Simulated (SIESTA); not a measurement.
A relaxation of cell and atoms of ZnHg3 (Fm-3m, 4 atoms in the cell) with SIESTA.

Method of the run: GGA PBEsol, numerical atomic orbitals DZP, PseudoDojo PBEsol standard norm-conserving potentials (rewritten from UPF to PSML) run with SIESTA.

```
ZnHg3
1.0
    0.00000     3.67772     3.67772
    3.67772     0.00000     3.67772
    3.67772     3.67772     0.00000
Zn Hg
1 3
Direct
  0.00000   0.00000   0.00000
  0.25000   0.25000   0.25000
  0.75000   0.75000   0.75000
  0.50000   0.50000   0.50000
```

Reference input (self-consistent single point, DFT, GGA PBEsol, numerical atomic orbitals DZP, PseudoDojo PBEsol standard norm-conserving potentials (rewritten from UPF to PSML)): XC.functional = GGA; XC.authors = PBEsol; potentials = PseudoDojo PBEsol standard; PAO.BasisSize = DZP; PAO.EnergyShift = 0.005 Ry; MeshCutoff = 400 Ry; kgrid.MonkhorstPack = 8 8 8; OccupationFunction = MP; OccupationMPOrder = 0; ElectronicTemperature = 2320.9 K; MaxSCFIterations = 150; SCF.Mixer.Method = Broyden. This run's input differs from it in these lines:

```diff
@@ -44,2 +44,7 @@
 Diag.ParallelOverK           true
+MD.TypeOfRun                 Broyden
+MD.Steps                     40
+MD.MaxForceTol               0.02 eV/Ang
+MD.VariableCell              true
+MD.MaxStressTol              0.05 GPa
 WriteForces                  true
```

Output, abridged:

```
        iscf     Eharris(eV)        E_KS(eV)     FreeEng(eV)     dDmax    Ef(eV) dHmax(eV)
   scf:    1   -19242.729930   -19240.004472   -19240.039775  3.019094  1.229353 23.776216
   scf:    2   -19286.300219   -19265.905585   -19265.929168  0.755259  0.286806 11.741969
   scf:    3   -19277.864173   -19273.474776   -19273.490635  0.605263 -0.434883  2.612575
   scf:    4   -19273.614358   -19273.604513   -19273.619169  0.115544 -0.664247  0.401162
   scf:    5   -19273.566240   -19273.609573   -19273.625175  0.171212 -0.800325  0.640687
   [... 5 lines left out ...]
   scf:   11   -19273.631186   -19273.631176   -19273.647087  0.001269 -0.831533  0.001576
   scf:   12   -19273.631171   -19273.631173   -19273.647088  0.000291 -0.831790  0.001022
   scf:   13   -19273.631171   -19273.631172   -19273.647088  0.000149 -0.831926  0.000660
   scf:   14   -19273.631171   -19273.631172   -19273.647088  0.000065 -0.832018  0.000450
SCF Convergence by DM+H criterion
max |DM_out - DM_in|         :     0.0000652054
max |H_out - H_in|      (eV) :     0.0004504347
SCF cycle converged after 14 iterations

Using DM_out to compute the final energy and forces

siesta: E_KS(eV) =           -19273.6312

siesta: E_KS - E_eggbox =    -19273.6312

siesta: Atomic forces (eV/Ang):
     1   -0.000000    0.000000    0.000000
     2   -0.000002   -0.000002   -0.000002
     3    0.000002    0.000002    0.000002
     4   -0.000000    0.000000   -0.000000
   Tot    0.000000    0.000000   -0.000000
   Max    0.000002
   Res    0.000001    sqrt( Sum f_i^2 / 3N )
   Max    0.000002    constrained

Stress tensor Voigt[x,y,z,yz,xz,xy] (kbar):      105.95      105.95      105.95       -0.12       -0.12       -0.12
(Free)E + p*V (eV/cell)   -19280.2260
   [... lines left out ...]
siesta: Pressure (static):       -105.94852175  kBar
siesta: Pressure (total):       -105.94852175  kBar
No target stress found, assuming hydrostatic MD.TargetPressure.
Target stress (kBar)
outcell: Cell volume (Ang**3)        :     76.5850
        iscf     Eharris(eV)        E_KS(eV)     FreeEng(eV)     dDmax    Ef(eV) dHmax(eV)
siesta: Pressure (static):         -0.26629774  kBar
siesta: Pressure (total):         -0.26629774  kBar
outcell: Cell volume (Ang**3)        :     76.5850
siesta: FreeEng =    -19274.688324
   [... lines left out ...]
siesta:     0.000166    0.000091    0.000091
siesta:     0.000091    0.000166    0.000091
siesta:     0.000091    0.000091    0.000166

siesta: Cell volume =         76.584985 Ang**3

siesta: Pressure (static):
siesta:                Solid            Molecule  Units
siesta:          -0.00000181         -0.00000078  Ry/Bohr**3
siesta:          -0.00016621         -0.00007160  eV/Ang**3
siesta:          -0.26629774         -0.11472379  kBar
```

The run converged. 

Summary of the result:
| Quantity | Result |
|---|---|
| Free energy E − TS | -19274.6883 eV |
| Fermi level (on the code's own zero) | 0.65 eV |
| Pressure | -0.03 GPa |
| Largest force (vector length) | 0.004 eV/Å |
| Final cell | a = 4.7675 Å, b = 4.7675 Å, c = 4.7675 Å, α = 59.98°, β = 59.98°, γ = 59.98° |
| Final volume per atom | 19.15 Å³ |
| Relaxation steps | 25 |

The starting cell comes from a database of computed structures (which also holds hypothetical and non-ambient phases and stackings), without a prior relaxation at this level. Its lattice was rescaled by a random factor within 2.5 % of one. Values carry the incompleteness of an atom-centred basis.

Cost on one core of a shared machine: roughly 5 min.
